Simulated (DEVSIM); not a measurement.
System: W/TiO2/p-InP capacitor, at 300 K.

```
layer (left to right)  material  thickness (nm)  Na (cm⁻³)
---------------------  --------  --------------  ---------
1                          TiO2            13.0          -
2                           InP             410     2.3e18
```

Metal gate on the left, work function 4.6 eV. Fixed charge at the semiconductor interface 2.4e11 cm⁻² (in units of +e); no interface traps.

Constants are typed, rounded textbook-type inputs, not results; the design itself was drawn at random and stands for no fabricated device. Values at 300 K.

```csv
parameter,TiO2,InP
gap (eV),3.2,1.344
affinity (eV),3.9,4.38
permittivity,60,12.5
Nc (cm⁻³),-,5.7e17
Nv (cm⁻³),-,1.1e19
```

Model (solved in DEVSIM): 1D Poisson equation in equilibrium, Boltzmann statistics, complete ionisation; no quantum confinement or tunnelling. Metal contacts follow the ideal Schottky-Mott rule: no Fermi-level pinning, no interface dipoles.

The TiO2 thickness was swept, all else fixed.

```tsv
TiO2 thickness (μm)	minimum of the low-frequency capacitance (μF/cm²)	capacitance of the dielectric stack (μF/cm²)
0.0052	0.403	10.2
0.0072	0.399	7.38
0.0091	0.389	5.84
0.011	0.386	4.83
0.013	0.381	4.09
0.016	0.372	3.32
```

From the first row to the last the minimum of the low-frequency capacitance goes from 0.403 to 0.372. From the first row to the last the capacitance of the dielectric stack goes from 10.2 to 3.32.
